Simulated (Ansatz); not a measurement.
```
CELL_PARAMETERS angstrom
     -1.89374     5.68415     2.72239
      1.89374    -5.68415     2.72239
      1.89374     5.68415    -2.72239
ATOMIC_POSITIONS crystal
  Ga 0.66994 0.00983 0.66011
  Ga 0.34972 0.00983 0.33989
  Se 0.38159 0.22729 0.15430
  Se 0.07298 0.22729 0.84570
  Se 0.77578 0.27578 0.50000
```

Relaxed-ion tensors in this frame from LDA density-functional theory in Ansatz (plane waves, PAW). Proper piezoelectric stress tensor e (C/m²):

```
0.00  0.00  0.00  0.00  0.22  0.00
0.00  0.00  0.00  0.25  0.00  0.00
0.11  0.18  0.14  0.00  0.00  0.00
```

Stiffness C (GPa):

```
 100   7.6  24.2   0.0   0.0   0.0
 7.6  82.0  24.7   0.0   0.0   0.0
24.2  24.7  53.8   0.0   0.0   0.0
 0.0   0.0   0.0  29.8   0.0   0.0
 0.0   0.0   0.0   0.0  29.2   0.0
 0.0   0.0   0.0   0.0   0.0  11.3
```

The cell is a database entry relaxed within its symmetry; it need not be the phase found at ambient conditions.

Q: Obtain the piezoelectric strain tensor d.

A: d = e S with S = C⁻¹, in pC/N:

```
0.0  0.0  0.0  0.0  7.5  0.0
0.0  0.0  0.0  8.4  0.0  0.0
0.6  1.7  1.6  0.0  0.0  0.0
```
Away from Γ the polar cell without biaxial strain shows no imaginary mode on a 2×2×2 mesh.

Ansatz is a first-principles code.
